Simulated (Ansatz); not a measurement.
Band structure of SrAg3Pd2 (P6/mmm, 6 atoms in the cell).

```xyz
6
Lattice="5.5486 0.0000 0.0000 -2.7743 4.8052 0.0000 0.0000 0.0000 4.5562" Properties=species:S:1:pos:R:3 pbc="T T T"
Sr     0.0000     0.0000     0.0000
Ag     2.7743     0.0000     2.2781
Ag     1.3871     2.4026     2.2781
Ag    -1.3871     2.4026     2.2781
Pd     0.0000     3.2035     0.0000
Pd     2.7743     1.6017     0.0000
```

Level of theory: PBEsol, PAW files made with PBE (plane waves; Ansatz, an electronic-structure program).

Settings: kpoints.mp_grid.grid = 6 6 6; hamiltonian.xc = pbesol; hamiltonian.pseudopotentials = {kind: paw} (the program's default PAW files); scf.occupations.method = gaussian; scf.occupations.width = 0.2 eV; kpoints.band_path.npoints = 8.

The starting cell comes from a database of computed structures (which also holds hypothetical and non-ambient phases and stackings), without a prior relaxation at this level. Spin polarisation is off.

Levels in eV from the Fermi level, bands 48 to 55:
```json
[
 {"point": "Γ", "48": "-1.59", "49": "-0.81", "50": "-0.81", "51": "1.41", "52": "1.43", "53": "1.43", "54": "1.43", "55": "2.40"},
 {"point": "M", "48": "-1.74", "49": "-1.54", "50": "-0.94", "51": "-0.82", "52": "0.57", "53": "0.71", "54": "2.53", "55": "3.57"},
 {"point": "K", "48": "-1.66", "49": "-1.13", "50": "-1.13", "51": "-1.08", "52": "-0.83", "53": "2.52", "54": "3.38", "55": "3.38"},
 {"point": "A", "48": "-1.48", "49": "-1.30", "50": "-1.30", "51": "-0.80", "52": "0.93", "53": "1.31", "54": "1.31", "55": "1.75"},
 {"point": "L", "48": "-1.39", "49": "-1.36", "50": "-1.13", "51": "-0.59", "52": "-0.52", "53": "-0.22", "54": "1.96", "55": "2.34"},
 {"point": "H", "48": "-1.28", "49": "-1.10", "50": "-0.92", "51": "-0.92", "52": "-0.06", "53": "-0.06", "54": "0.89", "55": "1.21"}
]
```

Bands cross the Fermi level along this path, so the cell is metallic at this level.

Keys are those of Ansatz 0.2.
